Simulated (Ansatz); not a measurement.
Functionals compared on SiH3 on the 1x1 (0001) surface of hcp Ru, one in a 2x2 cell, started at the site 'hollow Ru-Ru-Ru over Ru at depth 2.1 Å', in Ansatz (plane waves, PAW). The structure was relaxed with PBE; the other rows are single points on it, each with its references at the same level. Cutoff 420 eV (500 eV for r2SCAN).

Model: 20-atom slab, 6.3 Å thick at the start under the adsorbate (thin: gaps and levels are the slab's own), 6x6x1 mesh, Fermi-Dirac 0.1 eV, dipole correction, 8 atoms held, the rest relaxed; symmetry of the start imposed; no spin, no spin-orbit, no U, no dispersion correction. At the end it is bonded to 3 Ru. In PBE it is, or lies within 0.03 eV of, the lowest of the starts that converged. These notes are the PBE run's. Adsorption energies are against SiH4(g) − ½ H2(g). A negative adsorption energy means that the adsorbate is more stable on the surface than in its reference.

| functional | adsorption energy (eV) | work function of the top face (eV) | change of the work function (eV) | rough cost of the single point |
|---|---|---|---|---|
| PBE | -1.57 | 4.76 | -0.23 | – |
| RPBE | -1.04 | 4.71 | -0.11 | roughly 70 core-seconds |
| r2SCAN | -1.74 | 4.87 | -0.13 | very roughly 2.3 core-minutes |

Ansatz is an electronic-structure program.
